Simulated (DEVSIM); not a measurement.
Structure: Pd/La2O3/SiO2/p-Si capacitor, at 300 K.

```tsv
layer (left to right)	material	thickness (nm)	Na (cm⁻³)
1	La2O3	10.0	-
2	SiO2	0.980	-
3	Si	3400	2.9e16
```

Metal gate on the left, work function 5.2 eV. Fixed charge at the semiconductor interface -2.3e11 cm⁻² (in units of +e); no interface traps.

This is a model device: material constants are rounded textbook-type values typed into the input, and sizes, dopings and lifetimes were drawn at random. Values at 300 K.

```
parameter      La2O3  SiO2       Si
-------------  -----  ----  -------
gap (eV)         5.8     9    1.124
affinity (eV)    1.8   0.9     4.05
permittivity      27   3.9     11.7
Nc (cm⁻³)          -     -  2.86e19
Nv (cm⁻³)          -     -   3.1e19
```

Simulated with DEVSIM: 1D Poisson equation in equilibrium, Boltzmann statistics, complete ionisation; no quantum confinement or tunnelling. Metal contacts follow the ideal Schottky-Mott rule: no Fermi-level pinning, no interface dipoles.

Q: Give the band bending (positive: bands bend down) and minority sheet density.

A: 
```json
[
 {"Vg (V)": "-0.3", "ψs (V)": "-0.179", "minority carriers (cm⁻²)": "< 1e8"},
 {"Vg (V)": "0", "ψs (V)": "-0.121", "minority carriers (cm⁻²)": "< 1e8"},
 {"Vg (V)": "0.3", "ψs (V)": "0.055", "minority carriers (cm⁻²)": "< 1e8"},
 {"Vg (V)": "0.6", "ψs (V)": "0.330", "minority carriers (cm⁻²)": "< 1e8"},
 {"Vg (V)": "0.9", "ψs (V)": "0.615", "minority carriers (cm⁻²)": "< 1e8"},
 {"Vg (V)": "1.2", "ψs (V)": "0.867", "minority carriers (cm⁻²)": "3.4e11"},
 {"Vg (V)": "1.5", "ψs (V)": "0.939", "minority carriers (cm⁻²)": "2.4e12"}
]
```
